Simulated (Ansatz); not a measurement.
Start from ZnAu in the CsCl type structure (space group Pm-3m, No. 221; a = 3.1286 Å; relaxed with 0.1 eV smearing).

Level of theory: PBEsol/PAW in Ansatz (an electronic-structure program), no SOC.

For the base:

| Item | Result |
|---|---|
| Pressure | 0.0 GPa |

The change: an isotropic linear strain of +2.50 %, atoms relaxed at fixed cell.

Problem. How does this affect the energy relative to the base?

Solution. The energy goes up by 34 meV/atom.

Problem. How does this affect the pressure?

Solution. The pressure goes from zero to -8.6 GPa.

No phonon test of stability was made.
